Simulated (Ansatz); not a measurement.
Carrier properties of Cd2SeS (P3m1)

Consider the following.

```xyz
4
Lattice="4.2095 0.0000 0.0000 -2.1048 3.6455 0.0000 0.0000 0.0000 6.8738" Properties=species:S:1:pos:R:3 pbc="T T T"
Cd     0.0000     0.0000     3.3597
Cd     0.0000     2.4304     0.0739
Se     0.0000     2.4304     4.3089
S      0.0000     0.0000     0.8361
```

Calculation: r2SCAN, rigid bands (plane waves, PAW, scalar-relativistic; Ansatz, a first-principles code). Condition of this run: functional r2SCAN on the same cell. Geometry: cell and atoms relaxed with PBEsol.

```json
{
 "band_gap": "1.27 eV",
 "electron conductivity mass (300 K, dilute)": "0.145 (x), 0.145 (y), 0.135 (z) mₑ",
 "effective density of states N_c (300 K)": "1.2e18 cm⁻³",
 "density_of_states_mass_electrons": "0.135 mₑ",
 "Seebeck coefficient, n-type 1e19 cm⁻³, 300 K": "-86 μV/K",
 "best n-type power factor at 300 K for τ = 10 fs (best axis; densities from 1e16 to 1e21 cm⁻³ tried, whether or not they can be reached)": "1.50 μW/(cm·K²) at 3e18 cm⁻³"
}
```

Rigid bands; masses and Seebeck coefficients take one relaxation time τ for all states and one kind of carrier; polarons and phonon drag are left out. Spin-orbit coupling is left out. Geometry: cell and atoms relaxed with PBEsol.

Computed structure with no diffraction record at hand here (it may be known, metastable or hypothetical): Cd2SeS (P3m1).
